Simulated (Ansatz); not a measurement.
Where the default PAW files enter, the runs use the earlier of Ansatz's two default sets.

Tunnelling through a barrier is set by its complex band structure: the current falls as exp(−2κd) with the smallest κ.

Input:

```
CELL_PARAMETERS angstrom
      7.06067     0.00000     0.00000
      3.53034     7.78092     0.00000
      3.53034    -1.60177     3.14604
ATOMIC_POSITIONS crystal
  Si 0.80134 0.50000 0.89732
  Si 0.44866 0.75000 0.75000
  Si 0.69866 0.00000 0.60268
  Si 0.55134 0.25000 0.25000
  O  0.78632 0.32011 0.97507
  O  0.69128 0.57011 0.70229
  O  0.07346 0.82011 0.16515
  O  0.66850 0.07011 0.93793
  O  0.17654 0.42989 0.56207
  O  0.58150 0.17989 0.52493
  O  0.46368 0.92989 0.79771
  O  0.55872 0.67989 0.33485
```

Space group of this cell: P4_12_12. The cell is taken as given.

Transport runs along the normal of the first two printed cell vectors, the (111) plane of the conventional cell.

The gap is the functional's own. No spin-orbit coupling. Mid-gap values are interpolated on the energy grid.

Problem. Give the band gap and the smallest decay constant κ at mid-gap that r2SCAN in Ansatz (a program for electronic structure) yields.

Solution. Gap 6.34 eV on a 10×10×10 mesh; κ = 0.515 1/Å, at the zone centre.
